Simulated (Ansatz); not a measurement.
## A computed series for HfO2: response to strain

Consider HfO₂ in the fluorite structure (space group Fm-3m, No. 225; a = 5.098 Å).

Strains are applied to the cell and any free atomic positions relax.

Calculations: PBE (Ansatz, a program for electronic structure, PAW, no spin-orbit coupling).

Notes on the quantities. energy relative to the base: free energy F.

```csv
case,energy relative to the base,band gap,volume per atom
base,0 meV/atom,3.75 eV,11.04 Å³
isotropic strain −3.00 %,+76 meV/atom,3.96 eV,10.07 Å³
isotropic strain −2.50 %,+52 meV/atom,3.93 eV,10.23 Å³
isotropic strain −2.00 %,+33 meV/atom,3.89 eV,10.39 Å³
isotropic strain −1.50 %,+18 meV/atom,3.86 eV,10.55 Å³
isotropic strain −1.00 %,+7.9 meV/atom,3.82 eV,10.71 Å³
isotropic strain −0.50 %,+2.0 meV/atom,3.78 eV,10.87 Å³
isotropic strain +0.50 %,+1.9 meV/atom,3.71 eV,11.20 Å³
isotropic strain +1.50 %,+16 meV/atom,3.64 eV,11.54 Å³
isotropic strain +2.00 %,+29 meV/atom,3.60 eV,11.71 Å³
```

Spin-orbit coupling, missing from the scalar runs, can matter with Hf. Whether these cells are dynamically stable was not tested. This is not the structure that HfO2 has at room temperature and ambient pressure.
